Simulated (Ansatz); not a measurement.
Here is the system:

```xyz
2
Lattice="0.0000 2.4383 2.4383 2.4383 0.0000 2.4383 2.4383 2.4383 0.0000" Properties=species:S:1:pos:R:3 pbc="T T T"
N      0.0000     0.0000     0.0000
Y      2.4383     2.4383     2.4383
```

No spin polarisation.

The values are results of PBE (Ansatz, a quantum-chemistry and plane-wave program), no SOC, earlier PAW set, not measurements. k-mesh 12×12×12 (Γ-centred); smearing 0.05 eV (Fermi–Dirac).

Predict the width of the top valence band, band gap, electron mass and smallest direct gap.

The width of the top valence band comes out as 2.27 eV and the band gap comes out as 0.18 eV. The electron mass is 1.3 mₑ along k, 0.10 mₑ across (at X) and the smallest direct gap is 0.56 eV.

Load acts through the strain it causes; cell and atoms are relaxed under it. Masses are band curvatures over ±0.01 Å⁻¹ around the edge. Along k means along the line from Γ to the band edge. Stability against distortions was not tested. The cell was made from YN in the rock salt structure (space group Fm-3m, No. 225) by this change: pressure 3 GPa. The zero or small gap of YN can change with the level of theory.
